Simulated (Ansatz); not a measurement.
# Effect of isotropic strain +2.01 % on Co

The reference is Co in the hcp (Mg type) structure (space group P6_3/mmc, No. 194; a = 2.4935 Å, c = 4.0368 Å; ferromagnetic; relaxed with 0.1 eV smearing).

It is then changed as follows: the cell is scaled by 1.0201 in all directions, atoms relaxed at fixed cell.

Method: PBE (Ansatz, a quantum-chemistry and plane-wave program, PAW, no SOC). Settings: 26×26×14 k-points, 0.1 eV Fermi–Dirac smearing.

| quantity | base | changed | shift |
|---|---|---|---|
| volume per atom | 10.87 Å³ | 11.54 Å³ | +0.67 Å³ |
| space group | P6_3/mmc (No. 194) | P6_3/mmc (No. 194) | – |
| shortest interatomic distance | 2.479 Å | 2.529 Å | +0.050 Å |
| energy relative to the base (free energy F) | 0 meV/atom | +24 meV/atom | +24 meV/atom |
| pressure (mean of the normal stresses, compression positive) | 0.0 GPa | -11.0 GPa | -11.0 GPa |
| band gap | zero | zero | – |
| magnetic state | ferromagnetic | ferromagnetic | – |
| largest site moment | 1.69 μB | 1.74 μB | +0.05 μB |

Cost of the whole job for the changed cell (relaxation, final SCF and bands): around 70 core-seconds (rough).

The magnetic state is the one reached from the starting moments; the real material's order can differ, and small cells can't hold many antiferromagnetic ones. Whether these cells are dynamically stable was not tested.
